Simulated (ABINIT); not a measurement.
ABINIT run on SnSeS (P3m1, 3 atoms in the cell): relaxation of cell and atoms.

Method of the run: LDA (PW92), PAW (JTH v2.0 LDA PAW) (plane waves; ABINIT).

This input was run:

```
# SnSeS, JTH v2.0 LDA PAW
pp_dirpath "./"
pseudos "Sn.LDA_PW-JTH.xml, Se.LDA_PW-JTH.xml, S.LDA_PW-JTH.xml"
acell 3.7790010768 3.7790010768 6.3958500000 Angstrom
rprim
         1.0000000000   -0.0000000709    0.0000000000
        -0.4999999386    0.8660254392    0.0000000000
         0.0000000000    0.0000000000    1.0000000000
natom 3
ntypat 3
znucl 50 34 16
typat 1 2 3
xcart
         0.0000002922    4.1230182329    0.0924609970
         0.0000000000    0.0000000000    9.1579898069
         3.5706386760    2.0615088634    2.8359540303
ecut 30 Ry
pawecutdg 60 Ry
pawxcdev 0
occopt 1
nband 16
kptopt 1
ngkpt 3 3 2
nshiftk 1
shiftk 0 0 0
nstep 80
tolvrs 1.0e-12
diemac 6
ionmov 2
ntime 40
tolmxf 2.0e-04
optcell 2
dilatmx 1.08
ecutsm 0.5
prtwf 0
prtden 0
enunit 1
```

The program printed (abridged):

```
  2.87215490469801E-27 -0.00000000000000E+00  4.23005742954877E-02
 -5.74430980939602E-27 -3.58732406867153E-43 -3.90266492186398E-02
 Scale of Primitive Cell (acell) [bohr]
  7.11168529237762E+00  7.11168529216978E+00  1.20005137913712E+01
 Real space primitive translations (rprimd) [bohr]
  7.11168529237760E+00 -5.04218487229572E-07  0.00000000000000E+00
   [... lines left out ...]
 Unitary Cell Volume (ucvol) [Bohr^3]=  5.25624417521087E+02
 Angles (23,13,12)= [degrees]
  9.00000000000000E+01  9.00000000000000E+01  1.20000000001046E+02
 Lengths [Bohr]
  7.11168529237762E+00  7.11168529216978E+00  1.20005137913712E+01
 Stress tensor in cartesian coordinates (strten) [Ha/bohr^3]
 -2.94480180204233E-05  7.56005020404265E-15  0.00000000000000E+00
  7.56005020404265E-15 -2.94480175869411E-05  0.00000000000000E+00
  0.00000000000000E+00  0.00000000000000E+00  2.17992315055919E-05
 Total energy (etotal) [Ha]= -8.99297276866824E+01

 Difference of energy with previous step (new-old):
           Absolute (Ha)= 3.61374E-03
           Relative     = 4.01833E-05
 fconv : at Broyd/MD step   8, gradients have not converged yet.
  max grad (force/stress) = 3.5249E-03 > tolmxf= 2.0000E-04 ha/bohr (free atoms)

--- !ERROR
src_file: m_geometry.F90
src_line: 1242
mpi_rank: 0
message: |
    Current rprimd gives negative (R1 x R2) . R3 .
    Rprimd =    1.690553E+01   -1.198602E-06    0.000000E+00
               -8.452762E+00    1.464061E+01    0.000000E+00
                0.000000E+00    0.000000E+00   -4.333312E+01
    Action: if the cell size and shape are fixed (optcell==0),
            exchange two of the input rprim vectors;
            if you are optimizing the cell size and shape (optcell/=0),
            maybe the move was too large, and you might try to decrease strprecon.
...

 abinit_abort: decision taken to exit. Check above messages for more info
Abort(13) on node 0 (rank 0 in comm 0): application called MPI_Abort(MPI_COMM_WORLD, 13) - process 0

--- !ERROR
src_file: m_geometry.F90
src_line: 1242
mpi_rank: 0
message: |
    Current rprimd gives negative (R1 x R2) . R3 .
    Rprimd =    1.690553E+01   -1.198602E-06    0.000000E+00
               -8.452762E+00    1.464061E+01    0.000000E+00
                0.000000E+00    0.000000E+00   -4.333312E+01
    Action: if the cell size and shape are fixed (optcell==0),
            exchange two of the input rprim vectors;
            if you are optimizing the cell size and shape (optcell/=0),
            maybe the move was too large, and you might try to decrease strprecon.
...
```

The program stopped with an error. 

The starting cell comes from a database of computed structures (which also holds hypothetical and non-ambient phases and stackings), without a prior relaxation at this level. Its lattice was rescaled by up to half a per cent.

Cost on one core of a shared machine: roughly 3 min.
